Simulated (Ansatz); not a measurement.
Output of an Ansatz run (abridged):

```
WARN ansatz: RAYON_NUM_THREADS=1 ignored (pool sized by the plan → 1); use --threads N
Pseudopotentials: kind: paw
Pseudopotential: Sn, paw, valence charge 14
Pseudopotential: O, paw, valence charge 6
Crystal: 6 atoms, lattice volume = 76.199 Å³
Basis set: ecut = 420 eV, 1499 PW (Γ)
Bands: 32, of which v1, the nominal top of the filled ones, is band 26 counted from 1 (25 counted from 0)
Symmetry: 2 space group operations
Space group: P2 (ITA 3), of the structure as read, at distance tolerance 4.2e-5 Å
k-points: 65 of 200 (time reversal used)
PAW frozen core: Sn, regenerated for the run's functional, and the local potential with it
PAW frozen core: O, regenerated for the run's functional, and the local potential with it
Initial density: superposition of atomic densities (neutral atoms: chi_scale 0, normalization atom), corrected by the library's trained network
Initial wavefunctions: pseudopotential atomic-orbital guess
Eigensolver: davidson
Functional: x = slater, c = lda
SCF iter   1: F=—  HF=-13980.187528 eV  |F-HF|=—  |Δ(HF+E_count)|=         —  Δρ=1.93e-2  dr2=2.44e-1  ethr=1.77e-3  ⟨swp⟩=4.6  Hψ=7824  notcnv=0  defer=260
all-band conjugate gradients solve this SCF's bands
preconditioner: auto → Resta (q_TF=auto, 2.560 Å⁻¹)
SCF iter   2: F=—  HF=-13980.119149 eV  |F-HF|=—  |Δ(HF+E_count)|=   6.84e-2  Δρ=4.95e-3  dr2=7.02e-3  ethr=4.70e-4  ⟨swp⟩=2.2  Hψ=3337  notcnv=0  defer=260
SCF iter   3: F=—  HF=-13980.116800 eV  |F-HF|=—  |Δ(HF+E_count)|=   2.35e-3  Δρ=2.14e-3  dr2=1.93e-3  ethr=1.35e-5  ⟨swp⟩=2.0  Hψ=3725  notcnv=0  defer=260
SCF iter   4: F=—  HF=-13980.116179 eV  |F-HF|=—  |Δ(HF+E_count)|=   6.21e-4  Δρ=3.76e-4  dr2=9.12e-5  ethr=3.70e-6  ⟨swp⟩=3.0  Hψ=3424  notcnv=0  defer=260
SCF iter   5: F=—  HF=-13980.116175 eV  |F-HF|=—  |Δ(HF+E_count)|=   4.21e-6  Δρ=8.53e-5  dr2=4.76e-6  ethr=1.75e-7  ⟨swp⟩=2.2  Hψ=2717  notcnv=0  defer=113
SCF iter   6: F=—  HF=-13980.116176 eV  |F-HF|=—  |Δ(HF+E_count)|=   8.35e-7  Δρ=2.56e-5  dr2=4.00e-7  ethr=9.15e-9  ⟨swp⟩=2.4  Hψ=2758  notcnv=0  defer=113
SCF iter   7: F=—  HF=-13980.116176 eV  |F-HF|=—  |Δ(HF+E_count)|=  2.42e-10  Δρ=2.44e-5  dr2=3.88e-7  ethr=1.92e-10  ⟨swp⟩=11.8  Hψ=11715  notcnv=0
SCF iter   8: F=-13980.116176 eV  HF=-13980.116176 eV  |F-HF|=1.46e-9  |Δ(HF+E_count)|=   7.97e-8  Δρ=2.30e-6  dr2=4.27e-9  ethr=1.92e-10  ⟨swp⟩=4.0  Hψ=8214  notcnv=0
SCF 1 converged in 8 iterations: F = -13980.116176 eV  dr2 = 4.27e-9
SCF converged after 8 iterations
Free energy (F): -13980.116176 eV
Harris-Foulkes:  -13980.116176 eV  (|F-HF|=1.46e-9)
Internal energy: -13980.116176 eV  (E = F + TS)
E sigma→0 (E₀):  -13980.116176 eV
Fermi energy:    8.107899 eV
--- Per-component energies (eV) ---
  E_band       = -178.269711
  E_kinetic    = 1072.198843
  E_local      = -2980.300376  (includes V_loc(G=0)·N_el)
  E_nonlocal   = 149.642612
  E_hartree    = 1516.279788
  E_xc         = -1039.637752
  E_vxc        = -561.334991  (∫ρ·V_xc dr)
  E_paw        = -8599.907155  (= ΣΔE_a)
  E_vpaw       = -891.045346  (= ΣTr[D̂ρ^β])
  E_aug_tail   = 0.010024  (compensation charges beyond the density's cutoff)
  E_ewald      = -4099.639642
  E_core_change = 1.237482  (= ΣΔE_core)
  E_smearing   = -0.000000  (= −TS)
  E_closure    = 0.000000  (closes the sum)
  Σ components = -13980.116176   (vs F -13980.116176, Δ=0.00e0)
--- Forces (eV/Å), atoms counted from 1 ---
  atom   1  Sn     0.00000000     0.00000000    -0.74320661
  atom   2  Sn     0.00000000     0.00000000    -0.00224010
  atom   3  O      0.16010026    -0.00705699     0.34230001
  atom   4  O     -0.16010026     0.00705699     0.34230001
  atom   5  O      0.19258788    -0.02114236     0.03042290
  atom   6  O     -0.19258788     0.02114236     0.03042290
  max |Σ_I F_I| component: 8.98e-7 eV/Å
--- Stress (GPa, compression-positive) ---
      -11.545575       0.143990       0.000000
        0.143990     -11.828868       0.000000
        0.000000       0.000000     -13.945663
  P = ⅓ Tr σ = -12.4400 GPa (-124.400 kbar)
  The stress holds the Pulay correction. Without it, at fixed plane waves, as pw.x and ABINIT print it: P = -13.5063 GPa
--- Band table (eV; the first three rows and the last of 65) ---
  k-point 0: bands = ["-12.6715", "-12.0646", "-11.8666", "-11.8589", "-11.8458", "-11.7628", "-11.7396", "-11.6700", "-11.6503", "-11.6465", "-10.1769", "-8.3956", "-8.3583", "-6.9453", "0.1844", "4.0756", "4.4231", "4.4976", "5.2924", "6.1585", [...]
  k-point 1: bands = ["-12.6087", "-12.0006", "-11.9661", "-11.9540", "-11.8432", "-11.7705", "-11.7347", "-11.6704", "-11.6664", "-11.6626", "-10.0864", "-8.2007", "-8.1672", "-7.0426", "0.1787", "4.2214", "4.2790", "4.6134", "5.1705", "5.3950", [...]
  k-point 2: bands = ["-12.4456", "-12.1970", "-12.1869", "-11.8935", "-11.7807", "-11.7651", "-11.7216", "-11.6984", "-11.6955", "-11.6724", "-9.7929", "-7.7535", "-7.7291", "-7.3524", "0.2141", "3.5746", "4.0766", "4.6041", "4.8186", "5.3814", [...]
  k-point 64: bands = ["-12.6009", "-12.5397", "-11.9905", "-11.8750", "-11.7453", "-11.7428", "-11.6856", "-11.6814", "-11.6432", "-11.6429", "-8.7137", "-8.5718", "-7.1295", "-7.0227", "0.7740", "1.1285", "3.2461", "3.4924", "3.8715", "4.5767", [...]
```

The structure:

```xyz
6
Lattice="4.8024 0.0000 0.0000 0.0000 4.8812 0.0000 0.0000 0.0000 3.2506" Properties=species:S:1:pos:R:3 pbc="T T T"
Sn     2.4012     2.4406     1.6753
Sn     0.0000     0.0000     0.0000
O      1.4016     1.5671     0.0000
O      3.4008     3.3141     0.0000
O      3.8028     0.8735     1.6253
O      0.9996     4.0076     1.6253
```

**Question.** Reconstruct the input of this run.

**Answer.** Other spellings and defaults could give the same log, and not every line can be read from it. The input that was run (DFT, LDA (PW92), plane waves, default PAW files made with PBE):

Ansatz 0.2 input:
```yaml
# SnO2
crystal:
  lattice:
    - [4.80236400, 0.00000000, 0.00000000]
    - [0.00000000, 4.88118000, 0.00000000]
    - [0.00000000, 0.00000000, 3.25062300]
  atoms:
    - { symbol: Sn, position: [0.50000000, 0.50000000, 0.51538200] }
    - { symbol: Sn, position: [0.00000000, 0.00000000, 0.00000000] }
    - { symbol: O, position: [0.29185000, 0.32104000, 0.00000000] }
    - { symbol: O, position: [0.70815000, 0.67896000, 0.00000000] }
    - { symbol: O, position: [0.79185000, 0.17896000, 0.50000000] }
    - { symbol: O, position: [0.20815000, 0.82104000, 0.50000000] }
basis:
  ecutwfc: 420.0
kpoints:
  mp_grid: { grid: [5, 5, 8] }
hamiltonian:
  xc: lda
  pseudopotentials: { kind: paw }
scf:
  occupations: { method: fixed }
output:
  forces: true
  eigenvalues: true
  stress: true
```

The starting cell comes from a database of computed structures (which also holds hypothetical and non-ambient phases and stackings), without a prior relaxation at this level. Its lattice was rescaled by up to half a per cent. One atom was moved a little off its site on purpose. With a pressure of about -12 GPa the cell is away from its equilibrium volume at this level. Ansatz's pressure includes its estimate of the finite-basis (Pulay) stress. Without the estimate this run gives -13.51 GPa.

Ansatz is an electronic-structure program.
